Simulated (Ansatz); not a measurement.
Calculation: PBE (plane waves to 420 eV, PAW; Ansatz, a program for electronic structure).

Plane-averaged electrostatic potential energy along the normal, in eV from the Fermi level, for a constructed model of the (111) surface of fcc Au, a pseudomorphic layer of Ni in the host's stacking (bottom of the slab: a bare face, its two planes held):

| z (Å) | V (eV) |
|---|---|
| 3.95 | 5.17 |
| 4.24 | 5.17 |
| 4.52 | 5.17 |
| 4.80 | 5.16 |
| 5.08 | 5.16 |
| 5.37 | 5.14 |
| 5.65 | 5.12 |
| 5.93 | 5.06 |
| 6.21 | 4.92 |
| 6.50 | 4.62 |
| 6.78 | 3.96 |
| 7.06 | 2.43 |
| 7.34 | -1.56 |
| 7.62 | -8.72 |
| 7.91 | -14.21 |
| 8.19 | -16.00 |
| 8.47 | -14.20 |
| 8.75 | -8.77 |
| 9.04 | -1.99 |
| 9.32 | 0.91 |
| 9.60 | -0.14 |
| 9.88 | -5.66 |
| 10.17 | -12.33 |
| 10.45 | -15.89 |
| 10.73 | -15.83 |
| 11.01 | -12.18 |
| 11.30 | -5.48 |
| 11.58 | -0.12 |
| 11.86 | 0.69 |
| 12.14 | -2.54 |
| 12.43 | -9.43 |
| 12.71 | -14.71 |
| 12.99 | -16.36 |
| 13.27 | -14.47 |
| 13.56 | -8.97 |
| 13.84 | -2.15 |
| 14.12 | 0.78 |
| 14.40 | -0.19 |
| 14.69 | -5.69 |
| 14.97 | -12.36 |
| 15.25 | -15.92 |
| 15.53 | -15.88 |
| 15.81 | -12.23 |
| 16.10 | -5.51 |
| 16.38 | -0.11 |
| 16.66 | 0.78 |
| 16.94 | -2.25 |
| 17.23 | -9.09 |
| 17.51 | -14.51 |
| 17.79 | -16.32 |
| 18.07 | -14.59 |
| 18.36 | -9.24 |
| 18.64 | -2.37 |
| 18.92 | 0.76 |
| 19.20 | -0.04 |
| 19.49 | -5.31 |
| 19.77 | -12.05 |
| 20.05 | -15.75 |
| 20.33 | -15.86 |
| 20.62 | -12.44 |
| 20.90 | -5.98 |
| 21.18 | -0.85 |
| 21.46 | -1.51 |
| 21.75 | -7.05 |
| 22.03 | -12.35 |
| 22.31 | -13.34 |
| 22.59 | -9.31 |
| 22.87 | -2.79 |
| 23.16 | 1.64 |
| 23.44 | 3.23 |
| 23.72 | 4.00 |
| 24.00 | 4.38 |
| 24.29 | 4.57 |
| 24.57 | 4.66 |
| 24.85 | 4.71 |
| 25.13 | 4.73 |
| 25.42 | 4.74 |
| 25.70 | 4.75 |
| 25.98 | 4.75 |
| 26.26 | 4.75 |
| 26.55 | 4.75 |

Set-up: 7 atoms, 14.1 Å thick at the start; mesh 15x15x1; 0.1 eV smearing; dipole correction on; 2 atoms held, the rest relaxed; held to the start's symmetry, so lower structures may exist; spin-polarised, ending with about 0.7 μB a cell; orders that need a larger cell were not tried, no spin-orbit, no U. It is one candidate, not shown to be the stable structure of the face.

Question: The surface cell has an area of 7.48 Å². What dipole along the normal does the step between the two vacuum levels imply?

Answer: the top vacuum level lies 0.42 eV below the bottom one; p = −ε₀ A ΔV (ε₀ = 0.005526 e/(V·Å)) gives 0.02 e·Å a cell.
